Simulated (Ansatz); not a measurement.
Start from HfPbO$_{3}$ in the cubic perovskite structure (space group Pm-3m, No. 221; a = 4.1189 Å; a cell from a computed database, its experimental status unchecked).

The change: an isotropic linear strain of +1.69 %, atoms relaxed at fixed cell.

Levels (all Ansatz, an electronic-structure program, PAW): PBEsol (420 eV, spin-orbit coupling left out); PBEsol+SOC (420 eV, spin-orbit coupling included).

The geometry is relaxed with PBEsol.

| Item | Value |
|---|---|
| PBEsol electron mass | 0.20 mₑ along k, 0.33 mₑ across (at X) |
| PBEsol band gap | 2.25 eV |
| PBEsol pressure | -7.94 GPa |

Problem. Predict the electron mass, band gap and pressure from PBEsol+SOC.

Solution. The electron mass changes from 0.20 mₑ along k, 0.33 mₑ across (at X) to 0.20 mₑ along k, 0.36 mₑ across (at X); the band gap shrinks by 0.31 eV (2.25 eV → 1.94 eV); the pressure decreases by 0.138 GPa, from -7.94 GPa to -8.07 GPa.

Single points use the geometry relaxed with PBEsol. The spin-orbit shifts are approximate. Spin-orbit coupling, missing from the scalar runs, can matter with Hf and Pb. Masses are band curvatures over ±0.01 Å⁻¹ around the edge. Along k means along the line from Γ to the band edge. Whether these cells are dynamically stable was not tested. Many cubic perovskites are stable only at high temperature; tilts and polar distortions were not tested.
